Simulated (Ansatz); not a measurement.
## PbO2 under a change: uniaxial strain ε_zz = +3.00 %

The parent structure is PbO₂ in the rutile structure (space group P4_2/mnm, No. 136; a = 5.082 Å, c = 3.444 Å). Axes: x, y, z lie along a, b, c of the conventional cell.

The change: uniaxial strain ε_zz = +3.00 %, all other strain components held at zero, atoms relaxed at fixed cell.

Method: Ansatz (an electronic-structure program), PBE, PAW, cutoff 420 eV, no spin-orbit coupling. Γ-centred 9×9×14 mesh, Fermi–Dirac width 0.05 eV.

The volume per atom rises by 0.445 Å³ (14.82 Å³ → 15.27 Å³) and the space group remains P4_2/mnm (No. 136). The shortest interatomic distance grows by 0.011 Å (2.207 Å → 2.218 Å) and the energy increases by 9.1 meV/atom. The band gap is still zero and the stress (xx, yy, zz, yz, xz, xy; compression positive) amounts to (-2.8, -2.8, -6.3, 0.0, 0.0, 0.0) GPa (rough).

Final structure:

```
PbO2
1.0
    5.08163     0.00000     0.00000
    0.00000     5.08163     0.00000
    0.00000     0.00000     3.54695
Pb O
2 4
Direct
  0.00000   0.00000   0.00000
  0.50000   0.50000   0.50000
  0.30858   0.30858   0.00000
  0.80858   0.19142   0.50000
  0.19142   0.80858   0.50000
  0.69142   0.69142   0.00000
```

Without a gap, meshes like the base's 9×9×14 leave anisotropic stresses uncertain by several tenths of a GPa, and small strain energies with them. Spin-orbit coupling, missing from the scalar runs, can matter with Pb. No phonon test of stability was made. The final runs are not spin-polarised. A zero or small gap of PbO2 can be the functional's error rather than a property of the material.
